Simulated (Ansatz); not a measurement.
Functionals compared on the (0001) surface of wurtzite GaN, Ga-terminated, 2x2 Ga vacancy (bottom of the slab: 3 H on 4 bottom sites), in Ansatz (plane waves, PAW). The structure was relaxed with PBE; the other rows are single points on it. Cutoff 420 eV (500 eV for r2SCAN).

Slab: 42 atoms, 12.2 Å thick at the start with caps and adatoms (thin: gaps and levels are the slab's own); k 4x4x1, smearing 0.025 eV, dipole-corrected; 8 atoms held, the rest relaxed; held to the start's symmetry, so lower structures may exist; no spin, no spin-orbit, no U. It is one candidate, not shown to be the stable structure of the face. These notes are the PBE run's.

```
functional  gap of the slab on its k-mesh (eV)  highest filled level below the top vacuum level (eV)   rough cost of the single point
----------  ----------------------------------  ----------------------------------------------------  -------------------------------
PBE                                       0.53                                                  3.71                                –
r2SCAN                              (withheld)                                            (withheld)  around 2.4 core-minutes (rough)
```

Some entries are withheld; supply them.


- r2SCAN, gap of the slab on its k-mesh (eV): 0.90
- r2SCAN, highest filled level below the top vacuum level (eV): 3.88

Ansatz is an electronic-structure program.
